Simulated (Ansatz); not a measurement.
Consider interstitial N in bcc Ta, neutral cell. All values below come from PBE, PAW (plane waves to 420 eV; Ansatz, an electronic-structure program).

Settings: 36 host sites, the relaxed PBE lattice, a 2×2×3 k-point mesh shifted by half a step, smearing 0.10 eV, spin-restricted, no image-charge correction. No zero-point or tunnelling terms. Spin-orbit coupling is left out. Sites that were not tried may lie lower.

Barriers: single points on a 3×3×4 k-point mesh shifted by half a step at the bands' geometries.

Relaxed starting cell (atoms counted from 1):

```xyz
37
Lattice="9.9571 0.0000 0.0000 0.0000 9.9571 0.0000 0.0000 0.0000 6.6381" Properties=species:S:1:pos:R:3 pbc="T T T"
Ta    -0.0058    -0.0055     0.0124
Ta    -0.0057    -0.0055     3.3288
Ta    -0.0057     3.3923     0.0724
Ta    -0.0057     3.3923     3.2686
Ta    -0.0058     6.5539     0.0724
Ta    -0.0057     6.5539     3.2687
Ta     3.2965    -0.0054     0.0113
Ta     3.2965    -0.0055     3.3298
Ta     3.3515     3.2697    -0.0246
Ta     3.3515     3.2697     3.3657
Ta     3.3515     6.6764    -0.0246
Ta     3.3516     6.6765     3.3657
Ta     6.6491    -0.0055     0.0113
Ta     6.6491    -0.0055     3.3299
Ta     6.5942     3.2697    -0.0247
Ta     6.5941     3.2697     3.3658
Ta     6.5941     6.6764    -0.0247
Ta     6.5941     6.6765     3.3658
Ta     1.6550     1.6462     1.6706
Ta     1.6285     1.6492     4.9896
Ta     2.0018     4.9731     1.6706
Ta     1.6811     4.9730     4.9896
Ta     1.6551     8.2999     1.6706
Ta     1.6286     8.2969     4.9896
Ta     4.9728     1.6236     1.6706
Ta     4.9728     1.6238     4.9896
Ta     4.9729     4.9731     1.6706
Ta     4.9728     4.9730     4.9895
Ta     4.9728     8.3226     1.6706
Ta     4.9728     8.3224     4.9896
Ta     8.2906     1.6462     1.6705
Ta     8.3171     1.6492     4.9896
Ta     7.9438     4.9731     1.6705
Ta     8.2646     4.9731     4.9896
Ta     8.2906     8.2999     1.6705
Ta     8.3171     8.2969     4.9896
N     -0.0057     4.9731     1.6706
```

End state 1 differs by these moves (Å; atoms that move under 0.08 Å are left out):

```csv
atom,element,Δx,Δy,Δz
3,Ta,0.00,-0.43,-0.06
4,Ta,0.00,-0.11,0.06
5,Ta,0.00,0.43,-0.06
6,Ta,0.00,0.11,0.06
10,Ta,-0.03,0.07,-0.04
12,Ta,-0.03,-0.07,-0.04
16,Ta,0.03,0.07,-0.04
18,Ta,0.03,-0.07,-0.04
20,Ta,0.07,-0.03,-0.04
21,Ta,-0.43,0.00,-0.06
22,Ta,-0.11,0.00,0.06
24,Ta,0.07,0.03,-0.04
32,Ta,-0.07,-0.03,-0.04
33,Ta,0.43,0.00,-0.06
34,Ta,0.11,0.00,0.06
36,Ta,-0.07,0.03,-0.04
37,N,0.00,0.00,-1.66
```

### Question
Estimate the forward and backward barriers to end state 1 that PBE, PAW returns for this input.

### Answer
forward 1.35 eV, backward 1.35 eV; at the saddle point atom 37 has neighbours 4 Ta at 2.01 Å. The saddle point's order was not checked, and it lies on a symmetry element of the cell, where a band can be held.
